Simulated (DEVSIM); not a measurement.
Device: abrupt GaAs n-p junction, at 350 K.

Layer 1 from the left is GaAs, thickness (μm) 0.270, Nd (cm⁻³) 5.5e16, τn (s) 5.9e-9, τp (s) 5.9e-9. Layer 2 from the left is GaAs, thickness (μm) 1.00, Na (cm⁻³) 8.9e16, τn (s) 5.9e-9, τp (s) 5.9e-9.

Left contact: ohmic. Right contact: ohmic. Voltage is applied to the left contact. Recombination: SRH at mid-gap, Auger. Mobility is constant in doping.

This is a model device: material constants are rounded textbook-type values typed into the input, and sizes, dopings and lifetimes were drawn at random. Values at 300 K; Nc and Nv go as T^1.5, mobilities as T to minus their exponent, the gap by Varshni's rule with the affinity fixed.

GaAs: gap (eV) 1.424, affinity (eV) 4.07, permittivity 12.9, Nc (cm⁻³) 4.7e17, Nv (cm⁻³) 9e18, μn (cm²/Vs) 8500, μp (cm²/Vs) 400, T exponent of μn 2.1, T exponent of μp 2.2, Cn (cm⁶/s) 1e-30, Cp (cm⁶/s) 1e-30, Varshni α (eV/K) 0.000541, Varshni β (K) 204.

DEVSIM, 1D drift-diffusion, Boltzmann statistics, complete ionisation; no tunnelling, impact ionisation, image-force lowering or self-heating.

Problem. What does the simulation give for the dark forward voltage at 1 A/cm², the potential step across the device at zero bias, the dark forward voltage at 100 A/cm², the largest field in the device at zero bias?

Solution. dark forward voltage at 1 A/cm² 0.880 V; potential step across the device at zero bias 1.183 V; dark forward voltage at 100 A/cm² 1.021 V; largest field in the device at zero bias 100000 V/cm.
